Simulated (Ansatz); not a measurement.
Several settings converged on LaTe (Fm-3m, 2 atoms in the cell)

```
LaTe
1.0
    0.00000     3.23089     3.23089
    3.23089     0.00000     3.23089
    3.23089     3.23089     0.00000
La Te
1 1
Cartesian
  0.00000   0.00000   0.00000
  3.23089   3.23089   3.23089
```

Base method: PBEsol, default PAW files made with PBE (plane waves; Ansatz, a quantum-chemistry and plane-wave program).

Base settings: basis.ecutwfc = 30.9 Ry; kpoints.mp_grid.grid = 9 9 9; hamiltonian.xc = pbesol; hamiltonian.pseudopotentials = {kind: paw} (the program's default PAW files); scf.occupations.method = gaussian; scf.occupations.width = 0.0073 Ry.

The count of work is k-points × plane waves × bands × iterations; it is no time. 

**The width of Fermi-Dirac smearing**

In this ladder: kpoints.mp_grid.grid = 15 15 15; scf.occupations.method = fermi_dirac.

Narrow widths need finer meshes than wide ones, so the last steps can hold mesh noise.

Only quantities that move along the ladder and can be compared are tabulated; pressure and forces are left out, as mesh noise rules them at narrow widths.

| scf.occupations.width | free energy less the last step's (meV/atom) | energy extrapolated to zero width less the last step's (meV/atom) |
|---|---|---|
| 0.0735 Ry | -1261.65 | 60.41 |
| 0.0367 Ry | -306.14 | -1.87 |
| 0.022 Ry | -106.49 | 3.74 |
| 0.0147 Ry | -44.52 | 1.18 |
| 0.0073 Ry | -8.68 | -0.15 |
| 0.0037 Ry | 0.00 | 0.00 |

Widest scf.occupations.width that holds the free energy within 5 meV/atom: not settled: the last two steps still differ by 8.7 meV/atom, over half the tolerance, so the ladder does not show it.

Widest scf.occupations.width that holds the energy extrapolated to zero width within 1 meV/atom of the last step, with all finer ones: 0.0073 Ry; the step before is off by 1.2 meV/atom.

The extrapolation to zero width removes most of the smearing's effect on the energy.

**The width of Methfessel-Paxton smearing**

In this ladder: kpoints.mp_grid.grid = 15 15 15; scf.occupations.method = methfessel_paxton.

Narrow widths need finer meshes than wide ones, so the last steps can hold mesh noise.

Only quantities that move along the ladder and can be compared are tabulated; pressure and forces are left out, as mesh noise rules them at narrow widths.

```tsv
scf.occupations.width	free energy less the last step's (meV/atom)
0.0367 Ry	2.17
0.022 Ry	-0.27
0.0147 Ry	-0.26
0.0073 Ry	-0.12
0.0037 Ry	0.00
```

Widest scf.occupations.width that holds the free energy within 2 meV/atom of the last step, with all finer ones: 0.022 Ry; the step before is off by 2.2 meV/atom.

**The mesh under tetrahedron occupations**

In this ladder: scf.occupations.method = tetrahedron; scf.occupations.width = default.

Only quantities that move along the ladder and can be compared are tabulated.

| kpoints.mp_grid.grid | free energy less the last step's (meV/atom) | pressure (GPa) | count of work / last |
|---|---|---|---|
| 4 4 4 | -26.19 | -2.16 | 0.030 |
| 5 5 5 | -12.00 | -2.00 | 0.035 |
| 6 6 6 | -6.63 | -1.93 | 0.056 |
| 7 7 7 | -1.02 | -1.91 | 0.070 |
| 9 9 9 | -1.04 | -1.92 | 0.12 |
| 11 11 11 | -0.38 | -1.93 | 0.20 |
| 13 13 13 | -0.55 | -1.93 | 0.29 |
| 17 17 17 | -0.06 | -1.92 | 0.58 |
| 21 21 21 | 0.00 | -1.92 | 1.0 |

Coarsest kpoints.mp_grid.grid that holds the free energy within 5 meV/atom of the last step, with all finer ones: 7 7 7, at 0.070 of the last step's count of work; the step before is off by 6.6 meV/atom.

Coarsest kpoints.mp_grid.grid that holds the pressure within 0.05 GPa of the last step, with all finer ones: 6 6 6, at 0.056 of the last step's count of work; the step before is off by 0.07 GPa.

On the base run: the starting cell comes from a database of computed structures (which also holds hypothetical and non-ambient phases and stackings), without a prior relaxation at this level. Its lattice was rescaled by up to half a per cent. Ansatz's pressure includes its estimate of the finite-basis (Pulay) stress.

Left out of this page: 4 runs of the series outside the window shown, repeating another row's setting, or not comparable; 1 run of the series unsound by tests on forces, stress, charge or solver warnings.

Keys are those of Ansatz 0.2.
